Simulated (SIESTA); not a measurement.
SIESTA run on ScIn (P4/mmm, 2 atoms in the cell): self-consistent single point.

Method of the run: GGA PBEsol, numerical atomic orbitals DZP, PseudoDojo PBEsol standard norm-conserving potentials (rewritten from UPF to PSML) in SIESTA.

The change in words: lattice scaled by 0.98. Reference geometry:
```
ScIn
1.0
    3.24414     0.00000     0.00000
    0.00000     3.24414     0.00000
    0.00000     0.00000     4.44719
Sc In
1 1
Direct
  0.00000   0.00000   0.00000
  0.50000   0.50000   0.50000
```
Moments meant for the start (each program seeds them in its own way; μB, in the order of the atoms Sc In): 1.0 0.0.

Reference input (self-consistent single point, DFT, GGA PBEsol, numerical atomic orbitals DZP, PseudoDojo PBEsol standard norm-conserving potentials (rewritten from UPF to PSML)): XC.functional = GGA; XC.authors = PBEsol; potentials = PseudoDojo PBEsol standard; PAO.BasisSize = DZP; PAO.EnergyShift = 0.01 Ry; MeshCutoff = 400 Ry; kgrid.MonkhorstPack = 8 8 6; OccupationFunction = MP; OccupationMPOrder = 0; ElectronicTemperature = 200 meV; Spin = polarized; DM.InitSpin = [1 +1.00, 2 +0.00]. This run's input differs from it in these lines:

```diff
@@ -12,5 +12,5 @@
 %block LatticeVectors
-     3.244142000    0.000000000    0.000000000
-     0.000000000    3.244142000    0.000000000
-     0.000000000    0.000000000    4.447188000
+     3.179259000    0.000000000    0.000000000
+     0.000000000    3.179259000    0.000000000
+     0.000000000    0.000000000    4.358244000
 %endblock LatticeVectors
@@ -19,3 +19,3 @@
      0.000000000    0.000000000    0.000000000  1
-     3.065269945    3.065269945    4.201983672  2
+     3.003964395    3.003964395    4.117943772  2
 %endblock AtomicCoordinatesAndAtomicSpecies
```

Output, abridged:

```
        iscf     Eharris(eV)        E_KS(eV)     FreeEng(eV)     dDmax    Ef(eV) dHmax(eV)
   scf:    1    -3111.445198    -3117.970967    -3118.001989  0.725572 -4.057857  4.126878
     spin moment: {S} , |S| = {        0.0        0.0    0.41966 }     0.41966
   scf:    2    -3118.388988    -3118.184260    -3118.215665  0.026299 -4.142201  3.504187
     spin moment: {S} , |S| = {        0.0        0.0    0.42177 }     0.42177
   scf:    3    -3118.905727    -3118.632899    -3118.667119  0.102284 -4.537535  0.730790
     spin moment: {S} , |S| = {        0.0        0.0    0.41274 }     0.41274
   [... lines left out ...]
     spin moment: {S} , |S| = {        0.0        0.0    0.25069 }     0.25069
   scf:   16    -3118.653645    -3118.653932    -3118.688000  0.002712 -4.511692  0.000245
     spin moment: {S} , |S| = {        0.0        0.0    0.24450 }     0.24450
   scf:   17    -3118.653909    -3118.653920    -3118.688000  0.000111 -4.511668  0.000107
     spin moment: {S} , |S| = {        0.0        0.0    0.24422 }     0.24422
   scf:   18    -3118.653921    -3118.653921    -3118.688000  0.000003 -4.511669  0.000087
     spin moment: {S} , |S| = {        0.0        0.0    0.24422 }     0.24422
SCF Convergence by DM+H criterion
max |DM_out - DM_in|         :     0.0000026017
max |H_out - H_in|      (eV) :     0.0000867602
SCF cycle converged after 18 iterations

Using DM_out to compute the final energy and forces

siesta: E_KS(eV) =            -3118.6539

siesta: E_KS - E_eggbox =     -3118.6539

siesta: Atomic forces (eV/Ang):
     1    0.000000    0.000000    0.000000
     2   -0.000000   -0.000000    0.000000
   Tot   -0.000000   -0.000000    0.000000
   Max    0.000000
   Res    0.000000    sqrt( Sum f_i^2 / 3N )
   Max    0.000000    constrained

Stress tensor Voigt[x,y,z,yz,xz,xy] (kbar):       22.51       22.51       37.42        0.00        0.00       -0.00
(Free)E + p*V (eV/cell)    -3119.4435
Target enthalpy (eV/cell)    -3118.6880

siesta: Program's energy decomposition (eV):
siesta: FreeEng =     -3118.688000

   [... lines left out ...]
siesta: Cell volume =         44.051770 Ang**3
siesta:         -27.47716057        -27.47715980  kBar
   [... lines left out ...]
   2  6.724   0.591   0.055   0.124   0.235   0.124   0.124   0.123   0.124
              0.993   0.987   1.003   0.987   1.000   0.034   0.039   0.063

              0.039   0.078

mulliken: Qtot =       11.878

Mulliken Atomic Populations:
Atom #   charge [q] valence [e]      Sz [e]  Species
     1     0.443167   10.556833    0.248450  Sc
     2    -0.443167   13.443167   -0.004229  In
 Total     0.000000                0.244221
```

The run converged in 18 iterations. Against the reference run the free energy goes down by 38.7 meV/atom, the pressure goes from -5.98 to -2.75 GPa and the size of the net moment hardly changes (0.13 to 0.12 μB/atom).

The starting cell comes from a database of computed structures (which also holds hypothetical and non-ambient phases and stackings), without a prior relaxation at this level. Its lattice was rescaled by a random factor within 2.5 % of one. For this run, on top of that: lattice scaled by 0.98. The moments shrank to a small part of their start, a low-spin state that need not be the lowest. Values carry the incompleteness of an atom-centred basis.

Cost on one core of a shared machine: roughly 3 min.
